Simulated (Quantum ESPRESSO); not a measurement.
**Habitual settings against a tight run: Tc3Os (P6_3/mmc, 8 atoms in the cell)**

Self-consistent single point.

```xyz
8
Lattice="5.5925 0.0000 0.0000 -2.7963 4.8433 0.0000 0.0000 0.0000 4.4342" Properties=species:S:1:pos:R:3 pbc="T T T"
Tc     4.2027     0.8024     3.3257
Tc    -1.4065     4.0409     1.1086
Tc     1.4065     4.0409     1.1086
Tc     1.3898     0.8024     3.3257
Tc     2.7963     3.2385     3.3257
Tc     0.0000     1.6048     1.1086
Os     2.7963     1.6144     1.1086
Os     0.0000     3.2288     3.3257
```

Computed with PBEsol, GBRV 1.5 ultrasoft (PBESOL) pseudopotentials (plane waves; Quantum ESPRESSO 7.5).

Base settings: ecutwfc = 40 Ry; ecutrho = 320 Ry; occupations = smearing; smearing = fermi-dirac; degauss = 0.0036749 Ry; potentials = {Tc: tc_pbesol_v1.uspp.F.UPF, Os: os_pbesol_v1.2.uspp.F.UPF}; K_POINTS = automatic 5 5 6 0 0 0; conv_thr = 1e-09 Ry; mixing_beta = 0.7.

Tight run (finer mesh or higher cutoff; not a proven limit): ecutwfc: 40 Ry → 56 Ry; ecutrho: 320 Ry → 448 Ry; conv_thr: 1e-09 Ry → 7.3e-11 Ry; K_POINTS: automatic 5 5 6 0 0 0 → automatic 7 7 9 0 0 0. It gave Fermi level (on the code's own zero) 21.89 eV; pressure -22.55 GPa; largest force (vector length) 0.088 eV/Å.

Quick runs, as changes from the base:
- A: the base itself
- B: ecutwfc: 40 Ry → 20 Ry; ecutrho: 320 Ry → 160 Ry; K_POINTS: automatic 5 5 6 0 0 0 → automatic 2 2 2 0 0 0
- C: ecutwfc: 40 Ry → 32 Ry; ecutrho: 320 Ry → 256 Ry; K_POINTS: automatic 5 5 6 0 0 0 → automatic 6 6 6 0 0 0
- D: ecutwfc: 40 Ry → 20 Ry; ecutrho: 320 Ry → 160 Ry; pseudopotentials: {Tc: tc_pbesol_v1.uspp.F.UPF, Os: os_pbesol_v1.2.uspp.F.UPF} → {Tc: tc_lda_v1.uspp.F.UPF, Os: os_lda_v1.2.uspp.F.UPF}; K_POINTS: automatic 5 5 6 0 0 0 → automatic 4 4 4 1 1 1 [LDA (PZ)]
- E: ecutwfc: 40 Ry → 28 Ry; ecutrho: 320 Ry → 224 Ry; conv_thr: 1e-09 Ry → 7.3e-05 Ry; K_POINTS: automatic 5 5 6 0 0 0 → automatic 4 4 4 0 0 0
- F: ecutwfc: 40 Ry → 32 Ry; ecutrho: 320 Ry → 256 Ry; K_POINTS: automatic 5 5 6 0 0 0 → automatic 2 2 2 1 1 1

Energies are extrapolated to zero smearing width, which holds to low order in the width alone (under cold and Methfessel-Paxton smearing the free energy itself is taken).

Dashes: time of B, under 30 s; energy of D, another energy zero; pressure of E, not trusted under this conv_thr with d or f elements.

† marks runs with another functional, U, potentials or spin treatment: their distance from the tight run is not a convergence error alone.

The count of work is k-points × plane waves × bands × iterations; it is no time. Core times come from one kind of shared machine and are given to one figure; runs under 30 s give none.

The starting cell comes from a database of computed structures (which also holds hypothetical and non-ambient phases and stackings), without a prior relaxation at this level. Its lattice was rescaled by a random factor within 2.5 % of one. Spin polarisation is off. In the base run, with a pressure of about -22 GPa the cell is away from its equilibrium volume at this level.

```
run  energy less tight (meV/atom)  pressure less tight (GPa)  largest miss in a force vector (eV/Å)  count of work / tight  core time / tight (rough)
---  ----------------------------  -------------------------  -------------------------------------  ---------------------  -------------------------
A                            13.5                       0.22                                  0.056                   0.28                        0.4
B                          2300.3                    -127.12                                  0.166                  0.018                          –
C                            52.9                      -2.33                                  0.044                   0.28                        0.3
D†                              –                    -133.89                                  0.203                  0.064                       0.09
E                           148.9                          –                                  0.034                  0.062                       0.10
F                            93.1                      -0.98                                  0.098                  0.020                        0.1
```

Among the runs at the tight run's level, the energy misses run from 13.5 to 2300.3 meV/atom.
